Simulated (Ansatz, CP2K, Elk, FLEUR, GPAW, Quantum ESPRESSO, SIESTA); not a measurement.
## Code comparison for CaZrN₂ (R-3m, 4 atoms in the cell)

Self-consistent single point.

```
CELL_PARAMETERS angstrom
      1.66753     0.96275     5.64201
     -1.66753     0.96275     5.64201
      0.00000    -1.92550     5.64201
ATOMIC_POSITIONS crystal
  Ca 0.00000 0.00000 0.00000
  Zr 0.50000 0.50000 0.50000
  N  0.23812 0.23812 0.23812
  N  0.76188 0.76188 0.76188
```

Shared settings, as Ansatz (an electronic-structure program) writes them: kpoints.mp_grid.grid = 8 8 8; scf.occupations.method = fermi_dirac; scf.occupations.width = 0.0037 Ry. Potentials and cutoffs stand in the table.

```tsv
code	model	largest force (eV/Å)	gap on the mesh (eV)	cutoff
SIESTA	LDA PW92, numerical atomic orbitals DZP, PseudoDojo LDA standard norm-conserving potentials (rewritten from UPF to PSML)	0.051	0.993	grid 300 Ry
Quantum ESPRESSO	LDA (PZ), GBRV 1.5 ultrasoft (LDA) pseudopotentials	0.200	0.401	40 Ry
GPAW	LDA (Perdew-Wang 92), GPAW PAW datasets LDA (gpaw-data 1.0.1)	0.331	0.425	950 eV
FLEUR	LDA (Perdew-Zunger), all-electron FLAPW (FLEUR), scalar-relativistic valence	0.238	0.425	Kmax 4.2 1/bohr
Elk	LDA (PW92), all-electron FP-LAPW, Elk's shipped species files, APW+lo basis with extra local orbitals	–	0.399	rgkmax 8
CP2K	LDA (Pade form), GPW, DZVP-MOLOPT-SR-GTH basis, GTH-PADE potentials (GTH_POTENTIALS)	0.269	0.347	grid 500 Ry
Ansatz	LDA (PW92), PAW files made with PBE	0.197	0.398	default
```

A dash marks a value that a program does not give, or that is left out as unsure.

Gaps are read on the mesh.

The spread over the programs that give each value: largest force within 0.280 eV/Å; gap on the mesh within 0.646 eV.

SIESTA and CP2K use small atom-centred bases, whose incompleteness enters pressures, forces and empty levels differently from a plane-wave cutoff. FLEUR and Elk treat all electrons, but the usual bases taken here (sphere radii, linearisation, local orbitals, empty states) were not tested for convergence, so the values are no reference for the others. The same LDA comes in different parametrisations, which differ slightly. In the pressure, SIESTA (by 5.95) lies more than 1 GPa from the median of the plane-wave programs. In the gap, SIESTA (by 0.591) lies more than 0.12 eV from the median of the plane-wave programs. In the force vectors, SIESTA (by 0.148) and GPAW (by 0.131) lie more than 0.08 eV/Å from the median of the plane-wave programs.

The starting cell comes from a database of computed structures (which also holds hypothetical and non-ambient phases and stackings), without a prior relaxation at this level. Its lattice was rescaled by a random factor within 2.5 % of one.

Keys are those of Ansatz 0.2.
